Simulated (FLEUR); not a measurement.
Input and output of a self-consistent single point for Co4N (Pm-3m, 5 atoms in the cell) (FLEUR).

Computed with LDA (Perdew-Zunger), all-electron FLAPW (FLEUR), scalar-relativistic valence in FLEUR.

```xyz
5
Lattice="3.7095 0.0000 0.0000 0.0000 3.7095 0.0000 0.0000 0.0000 3.7095" Properties=species:S:1:pos:R:3 pbc="T T T"
Co     1.8548     0.0000     0.0000
Co     0.0000     1.8548     0.0000
Co     0.0000     0.0000     1.8548
Co     1.8548     1.8548     1.8548
N      0.0000     0.0000     0.0000
```
Moments meant for the start (each program seeds them in its own way; μB, in the order of the atoms Co Co Co Co N): 3.0 3.0 3.0 3.0 0.0.

Reference input (self-consistent single point, DFT, PBEsol, all-electron FLAPW (FLEUR), scalar-relativistic valence): Kmax = 4.7 1/bohr; GmaxXC = 14.1 1/bohr; xcFunctional = PBEs; jspins = 2; l_soc = F; mode = hist; fermiSmearingEnergy = 0.00367493 Htr; mesh (inpgen div1-3) = 9 9 9; inpgen gamma flag = false; Gmax = 14.1 1/bohr; numbands = 0; maxIterBroyd = 99. This run's input differs from it in these lines:

```diff
@@ -17,3 +17,3 @@
 &comp jspins=2 /
-&exco xctyp='PBEs' /
+&exco xctyp='pz' /
 &kpt div1=9 div2=9 div3=9 /
@@ -30,3 +30,3 @@
       <coreElectrons ctail="T" frcor="F" kcrel="0" coretail_lmax="0"/>
-      <xcFunctional name="PBEs" relativisticCorrections="F"/>
+      <xcFunctional name="pz" relativisticCorrections="F"/>
       <magnetism jspins="2"/>
```

Output, abridged:

```
 Iteration:     1   Distance:      39.19836541 me/bohr^3
 Iteration:     2   Distance:      34.42443444 me/bohr^3
 Iteration:     3   Distance:      33.52209755 me/bohr^3
 Iteration:     4   Distance:      27.19475610 me/bohr^3
 Iteration:     5   Distance:      29.72447747 me/bohr^3
   [... 16 lines left out ...]
 Iteration:    22   Distance:       0.00012443 me/bohr^3
 Iteration:    23   Distance:       0.00004765 me/bohr^3
 Iteration:    24   Distance:       0.00003484 me/bohr^3
 Iteration:    25   Distance:       0.00000528 me/bohr^3
 Run finished successfully
 Stop message:
   Structural relaxation: Done

[file out, last iteration]
             iter=     26
[...]
          total density-effective poten   -8.9230326160E+03
          total charge density-energy d   -2.3579164628E+02
 Updated energy parameters for spin:           1
 Updated energy parameters for spin:           2
[...]
 fermi energy and band-weighting factors:
    1.082339    1.135884

[...]
FERMIE:
          first approx. to ef    (T=0)  :   0.394479 htr   (energy of the highest occ. eigenvalue)
          number of occ. states  (T=0)  :       2271
          first approx. to seigv (T=0)  : -31.061765 htr
          sum of weights of occ. states :  65.030178
          sum of semicore charge        :   0.000000 e
FERHIS:  Fermi-Energy by histogram:
   [... lines left out ...]
          bandgap                     :   0.000010 htr
          charge neutrality (T=0)     :   0.030178    (zero if the highest occ. eigenvalue is "entirely" occupied)
     EF_NEWTON:  Adjust Fermi-Energy by Newton-Method.
 Direct bandgap for spin            1 :    1.0275375526698827E-002  Htr
 Direct bandgap for spin            2 :    4.3934383330002102E-005  Htr
 ---->    free energy=                     -5618.9633918253 htr
   [... lines left out ...]
 TOTAL FORCE FOR ATOM TYPE=  1  X=  3.505   Y=  0.000   Z=  0.000
                       FX_TOT= 0.000000 FY_TOT= 0.000000 FZ_TOT= 0.000000
 TOTAL FORCE FOR ATOM TYPE=  2  X=  3.505   Y=  3.505   Z=  3.505
                       FX_TOT= 0.000000 FY_TOT= 0.000000 FZ_TOT= 0.000000
 TOTAL FORCE FOR ATOM TYPE=  3  X=  0.000   Y=  0.000   Z=  0.000
                       FX_TOT= 0.000000 FY_TOT= 0.000000 FZ_TOT= 0.000000
 Structural relaxation: Done
```

The run converged in 25 iterations. FLEUR gives forces in its relaxation mode, with a further iteration, so its stop message speaks of a relaxation. Against the reference run the size of the net moment goes from 1.24 to 1.19 μB/atom.

The starting cell comes from a database of computed structures (which also holds hypothetical and non-ambient phases and stackings), without a prior relaxation at this level. The magnetic order is the one reached from the typed start; others were not searched systematically. Values depend on the basis (sphere radii, cutoffs, local orbitals), which need not be converged. The log's line on a gap gives a spacing of levels on this mesh, which the program prints for metals too.

Cost on one core of a shared machine: roughly 5 min.
